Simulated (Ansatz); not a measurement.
**ZnS: strain along the normal**

ZnS (zinc blende, F-43m, 19.564 Å³/atom at rest) under an equal strain ε in the (001) plane with the normal axis free, as in a coherent film. r2SCAN in Ansatz, a plane-wave DFT program (PAW, default set), 500 eV, 11×11×11 Γ-centred mesh, Fermi-Dirac smearing 0.05 eV; ions are relaxed within the symmetry of each cell.

Here s stands for strain and y for normal strain.

| strain (%) | normal strain (%) |
|---|---|
| -3.00 | ? |
| -1.50 | 1.77 |
| -1.00 | 1.18 |
| -0.50 | 0.59 |
| 0.00 | 0.00 |
| 0.50 | -0.60 |
| 1.00 | -1.20 |
| 1.50 | -1.82 |

Task: Using a straight line, estimate the missing y at s = -3.00 from the other rows, showing the fit.

Result: Means: s 0, y -0.011. About the means, the sum of products is -8.3600 and the sum of squares of s is 7.0000; the slope is their ratio. Least squares gives y = -0.011 - 1.1943·s. Residuals (row less fit): -0.010, -0.003, 0.004, 0.011, 0.008, 0.005, -0.018; standard error 0.011 (degrees of freedom: 5). The slope, -1.19 ± 0.00, is the elastic response of the normal axis, −2C12/C11 for this plane. At the withheld row, y = -0.011 - 1.1943 × (-3.0) = 3.572%. The calculation gives 3.49%, 0.082% below the prediction (1.5 % of the range of y in the table). The row lies outside the fitted rows, so this is an extrapolation. From the scatter of the fitted rows alone, a prediction at this place has a standard error of 0.018%, so the miss is 4.6 times that.

One order more, fitted to all 13 runs of the series, follows each within 0.01, so the miss is the next term of a smooth law. Rows are the converged runs of the series near zero and its far end; series whose fitted rows scatter by over a few per cent of the range, as at a crossing or softening among them, aren't shown in this form. Most that stay on the fit to the last digits aren't either.
